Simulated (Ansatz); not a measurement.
System: interstitial Al in 4H silicon carbide (charge state +3). Computed with PBE, PAW (plane waves to 420 eV; Ansatz, a first-principles code).

72-site cell at the relaxed PBE lattice, the Γ point alone, smearing 0.01 eV, spin-restricted, no finite-size correction. Static, classical nuclei. The charge state is imposed; whether it is stable for some Fermi level was not computed. Sites that were not tried may lie lower.

Barriers: single points on a 2×2×2 k-point mesh shifted by half a step along c at the bands' geometries (they differ from the bands' own by up to 0.11 eV, and are uncertain by about as much).

Relaxed starting cell (atoms counted from 1):

```xyz
73
Lattice="9.2823 0.0000 0.0000 -4.6411 8.0387 0.0000 0.0000 0.0000 10.1293" Properties=species:S:1:pos:R:3 pbc="T T T"
Si    -0.0012     0.0039     5.0529
Si    -1.5270     2.6927     5.0867
Si    -3.0927     5.3584     5.0529
Si     3.0797    -0.0068     5.0793
Si     1.5245     2.6926     5.0867
Si    -0.0012     5.3354     5.0867
Si     6.2001    -0.0068     5.0793
Si     4.6399     2.6956     5.0793
Si     3.0902     5.3584     5.0529
Si    -0.0012    -0.0079    10.1147
Si    -1.5420     2.6840    10.1201
Si    -3.1029     5.3643    10.1147
Si     2.9730    -0.0684     9.9899
Si     1.5395     2.6840    10.1201
Si    -0.0013     5.3526    10.1201
Si     6.3068    -0.0684     9.9899
Si     4.6399     2.8188     9.9899
Si     3.1004     5.3643    10.1147
Si     1.5297     0.8989     7.5597
Si    -0.0012     3.5735     7.6005
Si    -1.5521     6.2366     7.5598
Si     4.6399     0.8940     7.5343
Si     3.0805     3.5850     7.5597
Si     1.5496     6.2366     7.5598
Si     7.7501     0.8989     7.5597
Si     6.1993     3.5851     7.5598
Si     4.6399     6.2531     7.5720
Si    -0.0012     1.7893     2.5396
Si    -1.5465     4.4657     2.5395
Si    -3.1228     7.1304     2.5319
Si     2.9683     1.8591     2.6477
Si     1.5440     4.4657     2.5396
Si    -0.0013     7.0024     2.6477
Si     6.3115     1.8591     2.6477
Si     4.6399     4.4985     2.5319
Si     3.1203     7.1304     2.5319
C     -0.0012    -0.0032     6.9440
C     -1.5411     2.6845     6.9693
C     -3.0988     5.3619     6.9439
C      3.0890    -0.0015     6.9711
C      1.5386     2.6845     6.9693
C     -0.0012     5.3516     6.9693
C      6.1908    -0.0014     6.9712
C      4.6399     2.6848     6.9712
C      3.0963     5.3619     6.9439
C     -0.0012     0.0081     1.8846
C     -1.5261     2.6931     1.8940
C     -3.0890     5.3563     1.8846
C      3.0992     0.0045     1.8873
C      1.5237     2.6932     1.8940
C     -0.0012     5.3343     1.8940
C      6.1806     0.0045     1.8873
C      4.6399     2.6730     1.8873
C      3.0866     5.3563     1.8846
C      1.5186     0.9039     9.4808
C     -0.0013     3.5735     9.5168
C     -1.5533     6.2246     9.4808
C      4.6399     0.8940     9.4888
C      3.0706     3.5922     9.4808
C      1.5508     6.2245     9.4808
C      7.7612     0.9039     9.4808
C      6.2092     3.5922     9.4808
C      4.6399     6.2531     9.4955
C     -0.0012     1.7892     4.4435
C     -1.5465     4.4657     4.4435
C     -3.0904     7.1491     4.4295
C      3.0841     1.7922     4.4880
C      1.5440     4.4657     4.4435
C     -0.0012     7.1362     4.4880
C      6.1957     1.7922     4.4880
C      4.6399     4.4611     4.4295
C      3.0880     7.1491     4.4295
Al     4.6399     0.8940     1.2584
```
Cell charge +3.

End state 1 differs by these moves (Å; atoms that move under 0.08 Å are left out):

```tsv
atom	element	Δx	Δy	Δz
4	Si	-0.08	-0.05	0.07
7	Si	0.08	-0.05	0.07
8	Si	0.00	0.10	0.07
13	Si	0.12	0.07	0.09
16	Si	-0.12	0.07	0.09
17	Si	0.00	-0.14	0.09
31	Si	0.00	0.00	-0.29
33	Si	0.00	0.00	-0.29
34	Si	0.00	0.00	-0.29
67	C	0.03	-0.02	-0.08
69	C	0.00	0.03	-0.08
70	C	-0.03	-0.02	-0.08
73	Al	0.00	0.00	2.34
```

Task: What forward and backward barriers to end state 1 does PBE, PAW give?

Result: forward 3.18 eV, backward 2.64 eV; at the saddle point atom 73 has neighbours 3 C at 1.89; 3 Si at 2.13 Å. The saddle point's order was not checked, and it lies on a symmetry element of the cell, where a band can be held.
